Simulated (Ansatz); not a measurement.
## HfN in the rock salt structure (space group Fm-3m, No. 225)

```
CELL_PARAMETERS angstrom
      0.00000     2.26297     2.26297
      2.26297     0.00000     2.26297
      2.26297     2.26297     0.00000
ATOMIC_POSITIONS crystal
  N  0.00000 0.00000 0.00000
  Hf 0.50000 0.50000 0.50000
```

Calculations: r2SCAN (Ansatz, a program for electronic structure; PAW; 500 eV plane waves; no SOC), earlier PAW set. Settings: 18×18×18 k-points, 0.05 eV Fermi–Dirac smearing.

```yaml
volume_per_atom: 11.59 Å³
density: 13.79 g/cm³
band_gap: zero
total_energy: -8061.179 eV/atom (σ→0; compares only within this code and set-up)
```

No phonon test of stability was made. The final runs are not spin-polarised. An odd electron count without spin: HfN.
